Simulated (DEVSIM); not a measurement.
Structure: illuminated InP p-on-n cell, one wavelength, at 300 K.

```tsv
layer (left to right)	material	thickness (μm)	Nd (cm⁻³)	Na (cm⁻³)	τn (s)	τp (s)	absorption coefficient (cm⁻¹)
1	InP	0.400	-	7e17	3.2e-9	4.6e-8	78000
2	InP	1.60	5.5e15	-	6e-8	6e-8	78000
```

Left contact: ohmic, minority electron recombination velocity 800 cm/s. Right contact: ohmic, minority hole recombination velocity 2e6 cm/s. Voltage is applied to the left contact. Recombination: SRH at mid-gap, radiative, Auger. Light enters at the left, 6.7e16 photons cm⁻² s⁻¹, one pass, no reflection. Mobility is μmin + (μ − μmin)/(1 + (N/Nref)^α).

Constants are typed, rounded textbook-type inputs, not results; the design itself was drawn at random and stands for no fabricated device. Values at 300 K.

```tsv
parameter	InP
gap (eV)	1.344
affinity (eV)	4.38
permittivity	12.5
Nc (cm⁻³)	5.7e17
Nv (cm⁻³)	1.1e19
μn (cm²/Vs)	5200
μp (cm²/Vs)	170
μn,min	400
μp,min	10
Nref,n	3e17
Nref,p	4.9e17
αn	0.47
αp	0.62
B (cm³/s)	1.2e-10
Cn (cm⁶/s)	9e-31
Cp (cm⁶/s)	9e-31
```

DEVSIM, 1D drift-diffusion, Boltzmann statistics, complete ionisation; no tunnelling, impact ionisation, image-force lowering or self-heating.

The photon flux was swept, all else fixed.

```json
[
 {"photon flux (cm^-2 s^-1)": "2e15", "open-circuit voltage (V)": "0.721", "largest power (mW/cm²)": "0.186", "short-circuit current (mA/cm²)": "0.318", "fill factor": "0.81"},
 {"photon flux (cm^-2 s^-1)": "6.7e15", "open-circuit voltage (V)": "0.757", "largest power (mW/cm²)": "0.668", "short-circuit current (mA/cm²)": "1.06", "fill factor": "0.83"},
 {"photon flux (cm^-2 s^-1)": "2e16", "open-circuit voltage (V)": "0.788", "largest power (mW/cm²)": "2.11", "short-circuit current (mA/cm²)": "3.18", "fill factor": "0.84"},
 {"photon flux (cm^-2 s^-1)": "6.7e16", "open-circuit voltage (V)": "0.822", "largest power (mW/cm²)": "7.45", "short-circuit current (mA/cm²)": "10.6", "fill factor": "0.85"},
 {"photon flux (cm^-2 s^-1)": "2e17", "open-circuit voltage (V)": "0.851", "largest power (mW/cm²)": "23.2", "short-circuit current (mA/cm²)": "31.8", "fill factor": "0.86"},
 {"photon flux (cm^-2 s^-1)": "6.7e17", "open-circuit voltage (V)": "0.884", "largest power (mW/cm²)": "81.5", "short-circuit current (mA/cm²)": "106", "fill factor": "0.87"},
 {"photon flux (cm^-2 s^-1)": "2e18", "open-circuit voltage (V)": "…", "largest power (mW/cm²)": "252", "short-circuit current (mA/cm²)": "…", "fill factor": "0.87"}
]
```

Task: Complete the blanks.

Result: 
- 2e18, open-circuit voltage (V): 0.913
- 2e18, short-circuit current (mA/cm²): 318
